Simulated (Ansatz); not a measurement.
## GaN, response to strain

The parent structure is GaN in the wurtzite structure (space group P6_3mc, No. 186).

```
GaN
1.0
    3.18312     0.00000     0.00000
   -1.59156     2.75667     0.00000
    0.00000     0.00000     5.18363
Ga N
2 2
Direct
  0.66667   0.33333   0.00099
  0.33333   0.66667   0.50099
  0.66667   0.33333   0.62421
  0.33333   0.66667   0.12421
```

Cartesian axes are those of the cell as printed.

Strains are applied to the cell and any free atomic positions relax; under biaxial strain the out-of-plane vector relaxes too.

Calculations: Ansatz (a program for electronic structure), r2SCAN, PAW, cutoff 500 eV, no spin-orbit coupling.

Candidates:
(a) biaxial strain −0.28 %, plane normal [001], relaxed out of plane
(b) strain tensor (xx, yy, zz, yz, xz, xy) = (+2.18, +1.06, −1.65, −0.77, +0.59, −0.40) %
(c) biaxial strain −3.95 %, plane normal [001], relaxed out of plane

For the base:

| Item | Result |
|---|---|
| Band gap | 2.35 eV |

Q: Order them by band gap, lowest first.

A: (b) strain tensor (xx, yy, zz, yz, xz, xy) = (+2.18, +1.06, −1.65, −0.77, +0.59, −0.40) % (2.16 eV), (a) biaxial strain −0.28 %, plane normal [001], relaxed out of plane (2.36 eV), (c) biaxial strain −3.95 %, plane normal [001], relaxed out of plane (2.42 eV)

Stability against distortions was not tested.
